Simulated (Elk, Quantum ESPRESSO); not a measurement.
An Elk input for a self-consistent single point of LiAl3 (I4/mmm, 4 atoms in the cell) (DFT, PBEsol, all-electron FP-LAPW, Elk's shipped species files, default APW+lo basis):

```
tasks
  0

xctype
  22

rgkmax
  7.0

stype
  3

swidth
  0.00367493

avec
   -3.7376874122    3.7376874122    7.4413956589
    3.7376874122   -3.7376874122    7.4413956589
    3.7376874122    3.7376874122   -7.4413956589

sppath
  './'

atoms
  2   : nspecies
  'Li.in'   : spfname
  1   : natoms; atposl, bfcmt below
  0.0000000000  0.0000000000  0.0000000000    0.0 0.0 0.0
  'Al.in'   : spfname
  3   : natoms; atposl, bfcmt below
  0.7500000000  0.2500000000  0.5000000000    0.0 0.0 0.0
  0.2500000000  0.7500000000  0.5000000000    0.0 0.0 0.0
  0.5000000000  0.5000000000  0.0000000000    0.0 0.0 0.0

ngridk
  9 9 9
```

Question: Translate this input to Quantum ESPRESSO.

Answer: This is the input that was run; spellings and numerical settings could be chosen otherwise.

```fortran
&CONTROL
  calculation = 'scf',
  prefix = 'LiAl3',
  outdir = './tmp',
  pseudo_dir = './',
  tprnfor = .true.,
  tstress = .true.,
/
&SYSTEM
  ibrav = 7,
  celldm(1) = 7.475374824,
  celldm(3) = 1.99090904035,
  nat = 4,
  ntyp = 2,
  ecutwfc = 40,
  ecutrho = 200,
  occupations = 'smearing',
  smearing = 'fd',
  degauss = 0.0073499,
/
&ELECTRONS
  conv_thr = 1e-8,
/
ATOMIC_SPECIES
Li     6.9400  li_pbesol_v1.4.uspp.F.UPF
Al    26.9815  al_pbesol_v1.uspp.F.UPF
ATOMIC_POSITIONS {crystal}
Li    0.000000000    0.000000000    0.000000000
Al   -0.500000000    0.250000000    0.750000000
Al   -0.500000000    0.750000000    0.250000000
Al    0.000000000    0.500000000    0.500000000
K_POINTS {automatic}
9 9 9  0 0 0
```

Basis settings and potentials, where a program has them, do not carry over. This input uses DFT, PBEsol, plane waves, GBRV 1.5 ultrasoft (PBESOL) pseudopotentials.

The starting cell comes from a database of computed structures (which also holds hypothetical and non-ambient phases and stackings), without a prior relaxation at this level. Its lattice was rescaled by a random factor within 2.5 % of one. For this run, on top of that: lattice scaled by 0.98.
